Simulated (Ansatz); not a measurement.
Take a 16-atom supercell of TiAl (space group P4/mmm, No. 123; a = 2.824 Å, c = 4.071 Å) at its relaxed geometry as the base.

Calculations: PBE/PAW in Ansatz (a program for electronic structure), no spin-orbit coupling, earlier PAW set.

Before the change:

* **Pressure**: 0.0 GPa

Perturbation: a neutral Sc on a Al site, atoms relaxed at fixed cell, starting from a slightly rattled geometry.

Tabulated Pauling electronegativity and covalent radius: Al 1.61, 1.21 Å; Sc 1.36, 1.70 Å.

Task: Predict the new pressure.

Result: The pressure goes from zero to 3.3 GPa.

Task: How does this affect the largest displacement of a host atom from its site in the perfect cell?

Result: The largest displacement of a host atom from its site in the perfect cell is 0.06 Å.

In so small a cell the defect repeats every few ångströms: this is an ordered compound, not a dilute defect. The final runs are not spin-polarised. The defect cell is not spin-polarised.
